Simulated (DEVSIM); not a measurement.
System: InP/In0.53Ga0.47As n-p heterojunction, at 300 K.

| layer (left to right) | material | thickness (μm) | Nd (cm⁻³) | Na (cm⁻³) | τn (s) | τp (s) |
|---|---|---|---|---|---|---|
| 1 | InP | 0.0290 | 6.7e16 | - | 2.8e-9 | 2.8e-9 |
| 2 | In0.53Ga0.47As | 2.10 | - | 1.7e18 | 2.8e-9 | 2.8e-9 |

Left contact: ohmic. Right contact: ohmic. Voltage is applied to the left contact. Recombination: SRH at mid-gap. Mobility is constant in doping.

The device is made up for the run: typed textbook-type constants, with dimensions and the other settings drawn at random. Values at 300 K.

| parameter | InP | In0.53Ga0.47As |
|---|---|---|
| gap (eV) | 1.344 | 0.74 |
| affinity (eV) | 4.38 | 4.51 |
| permittivity | 12.5 | 13.9 |
| Nc (cm⁻³) | 5.7e17 | 2.1e17 |
| Nv (cm⁻³) | 1.1e19 | 7.7e18 |
| μn (cm²/Vs) | 5200 | 12000 |
| μp (cm²/Vs) | 170 | 300 |

Simulated with DEVSIM: 1D drift-diffusion, Boltzmann statistics, complete ionisation; no tunnelling, impact ionisation, image-force lowering or self-heating. Band offsets follow the typed affinities; no thermionic-emission limit at abrupt steps, no polarisation charge.

Q: Tabulate band edges, carrier densities and field at zero bias.

A: Energies count from the Fermi level of the right contact; mesh points crowd at the junctions.

```csv
x (μm),Ec (eV),Ev (eV),n (cm⁻³),p (cm⁻³),field (V/cm)
0.000,0.055,-1.289,6.7e16,< 1e2,210000
0.003647,0.133,-1.212,3.4e15,< 1e2,210000
0.009109,0.250,-1.094,3.6e13,< 1e2,220000
0.01673,0.419,-0.925,5.1e10,3200,230000
0.02519,0.614,-0.730,2.8e7,6000000,230000
0.02889,0.701,-0.643,950000,1.7e8,230000
0.03270,0.637,-0.103,4200000,1.4e17,130000
0.04338,0.697,-0.043,410000,1.5e18,12000
0.05949,0.701,-0.039,350000,1.7e18,110
0.08914,0.701,-0.039,350000,1.7e18,≈ 0
0.1437,0.701,-0.039,350000,1.7e18,≈ 0
0.3047,0.701,-0.039,350000,1.7e18,≈ 0
0.5401,0.701,-0.039,350000,1.7e18,≈ 0
0.9732,0.701,-0.039,350000,1.7e18,≈ 0
1.605,0.701,-0.039,350000,1.7e18,≈ 0
1.846,0.701,-0.039,350000,1.7e18,≈ 0
1.978,0.701,-0.039,350000,1.7e18,≈ 0
2.049,0.701,-0.039,350000,1.7e18,≈ 0
2.098,0.701,-0.039,350000,1.7e18,≈ 0
2.114,0.701,-0.039,350000,1.7e18,≈ 0
2.123,0.701,-0.039,350000,1.7e18,≈ 0
2.129,0.701,-0.039,350000,1.7e18,≈ 0
```
